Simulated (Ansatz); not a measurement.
The starting structures come from a database of crystals and need not be the phases stable at ambient conditions.

 Where the default PAW files enter, the runs use the earlier of Ansatz's two default sets.

# Evanescent states of ZnF$_{2}$ (P4_2/mnm, rutile, not sure to be the ambient phase, 6 atoms a cell, 11.5 Å³ an atom) along the normal of (100)

All values below come from r2SCAN (plane waves, PAW; Ansatz, a program for electronic structure).

The gap is the functional's own, uncorrected, and κ follows it; spin-orbit coupling is left out. Mid-gap values are interpolated between the computed energies.

Energies count from the valence-band top; κ is the least over a 10×6 mesh across the current.

```tsv
E (eV)	κ (1/Å)	where
0.10	0.213	off Γ
0.30	0.310	off Γ
0.50	0.379	off Γ
0.70	0.433	off Γ
0.90	0.479	off Γ
1.10	0.502	Γ
1.30	0.483	Γ
1.50	0.470	Γ
1.70	0.458	Γ
1.90	0.447	Γ
2.10	0.434	Γ
2.30	0.420	Γ
2.50	0.405	Γ
2.70	0.387	Γ
2.90	0.367	Γ
3.10	0.345	Γ
3.30	0.318	Γ
3.50	0.288	Γ
3.70	0.251	Γ
3.90	0.204	Γ
4.10	0.139	Γ
```

Question: How thick must the barrier be to attenuate the transmission by 10^8 when the electrodes' Fermi level lies at 0.10 eV, and what attenuation does that film give at 2.10 eV?

Answer: d = 8 ln 10 / (2 × 0.213) = 43.2 Å. At 2.10 eV it gives 8 × 0.434/0.213 = 16.3 decades.
